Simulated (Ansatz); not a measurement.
How the equilibrium lattice constant a of GaAs (model structure, started from the PtS type, P4₂/mmc, No. 131, 4 atoms in the cell) moves with the method

No measured value is used here.

| level (code) | value (Å) |
|---|---|
| PBE (Ansatz) | … |
| PBEsol (Ansatz) | 3.680 |
| PBE-D3(BJ) (Ansatz) | 3.669 |

Problem. What belongs in the gaps?

Solution. 
- PBE (Ansatz, a quantum-chemistry and plane-wave program), value (Å): 3.800

Ansatz's density-functional and Hartree–Fock values are scalar-relativistic unless marked +SOC, with PAW data made under PBE.

A model structure was made by putting elements into a prototype or built by hand; it is no filed structure, need not be a known phase, and can be a saddle point held by its symmetry.
